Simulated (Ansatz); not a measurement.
Take Al in the fcc (Cu type) structure (space group Fm-3m, No. 225; a = 3.992 Å; relaxed with 0.1 eV smearing) as the base. Axes: x, y, z lie along the cube axes.

The values are results of r2SCAN (Ansatz, a program for electronic structure, PAW, no spin-orbit coupling), earlier PAW set, not measurements.

A first run, uniaxial strain ε_xx = +1.24 %, gives secant values C11 ≈ 130 GPa and C12 ≈ 69 GPa from its stress. A second run applies isotropic strain −1.57 %.

### Question
What does linear elasticity predict for the bulk modulus −ΔP/(ΔV/V₀) in the second run, and what does the run give?

### Answer
Linear elasticity: (C11 + 2 C12)/3 = 89 GPa. The run gives 110 GPa; any difference comes from nonlinear terms at these strains and numerical noise.

No phonon test of stability was made.
